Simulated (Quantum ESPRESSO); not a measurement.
Worked example: self-consistent single point of SrMg3O4 (Pm-3m, 8 atoms in the cell) in Quantum ESPRESSO.

Method of the run: PBEsol, GBRV 1.5 ultrasoft (PBESOL) pseudopotentials (plane waves; Quantum ESPRESSO).

```xyz
8
Lattice="4.5060 0.0000 0.0000 0.0000 4.5060 0.0000 0.0000 0.0000 4.5060" Properties=species:S:1:pos:R:3 pbc="T T T"
Sr     0.0000     0.0000     0.0000
Mg     0.0000     2.2530     2.2530
Mg     2.2530     0.0000     2.2530
Mg     2.2530     2.2530     0.0000
O      2.2530     0.0000     0.0000
O      0.0000     2.2530     0.0000
O      0.0000     0.0000     2.2530
O      2.2530     2.2530     2.2530
```

Reference input (self-consistent single point, DFT, PBEsol, plane waves, GBRV 1.5 ultrasoft (PBESOL) pseudopotentials): ecutwfc = 40 Ry; ecutrho = 200 Ry; occupations = fixed; potentials = {Sr: sr_pbesol_v1.uspp.F.UPF, Mg: mg_pbesol_v1.4.uspp.F.UPF, O: o_pbesol_v1.2.uspp.F.UPF}; K_POINTS = automatic 6 6 6 0 0 0; nbnd = 38; conv_thr = 1e-09 Ry. This run's input differs from it in these lines:

```diff
@@ -13,4 +13,4 @@
   ntyp = 3
-  ecutwfc = 40
-  ecutrho = 200
+  ecutwfc = 16
+  ecutrho = 80
   occupations = 'fixed'
```

Output (repeated stretches shortened):

```
     Self-consistent Calculation

     iteration #  1     ecut=    16.00 Ry     beta= 0.70

     negative rho (up, down):  5.671E-02 0.000E+00

     total energy              =    -566.95115925 Ry
     estimated scf accuracy    <       2.26525653 Ry

     iteration #  2     ecut=    16.00 Ry     beta= 0.70

     negative rho (up, down):  5.670E-02 0.000E+00

     total energy              =    -567.24656961 Ry
     estimated scf accuracy    <       0.19298416 Ry

     iteration #  3     ecut=    16.00 Ry     beta= 0.70

     negative rho (up, down):  5.651E-02 0.000E+00

     total energy              =    -567.29342241 Ry
     estimated scf accuracy    <       0.16183279 Ry

   [... 4 blocks of this kind left out ...]

     iteration #  8     ecut=    16.00 Ry     beta= 0.70

     negative rho (up, down):  5.653E-02 0.000E+00

     total energy              =    -567.32474172 Ry
     estimated scf accuracy    <       0.00000002 Ry

     iteration #  9     ecut=    16.00 Ry     beta= 0.70

     negative rho (up, down):  5.653E-02 0.000E+00
     End of self-consistent calculation

     highest occupied, lowest unoccupied level (ev):     8.7422   10.1746

!    total energy              =    -567.32474173 Ry
     estimated scf accuracy    <          5.7E-10 Ry

     convergence has been achieved in   9 iterations

     negative rho (up, down):  5.653E-02 0.000E+00

     Forces acting on atoms (cartesian axes, Ry/au):

     atom    1 type  1   force =     0.00000000    0.00000000    0.00000000
   [... zero for the other atoms too ...]

     Total force =     0.000000     Total SCF correction =     0.000000

     negative rho (up, down):  5.653E-02 0.000E+00
          total   stress  (Ry/bohr**3)                   (kbar)     P=    -6034.06
  -0.04101868   0.00000000   0.00000000        -6034.06        0.00        0.00
   0.00000000  -0.04101868   0.00000000            0.00    -6034.06        0.00
   0.00000000   0.00000000  -0.04101868            0.00        0.00    -6034.06

   JOB DONE.
```

The run converged in 9 iterations. Against the reference run the free energy goes up by 13.3 eV/atom, the pressure goes from 5.14 to -603.4 GPa and the gap on the mesh goes from 2.183 to 1.432 eV.

The starting cell comes from a database of computed structures (which also holds hypothetical and non-ambient phases and stackings), without a prior relaxation at this level. Its lattice was rescaled by a random factor within 2.5 % of one. At the lowered cutoff the pressure carries the error of an incomplete plane-wave basis.
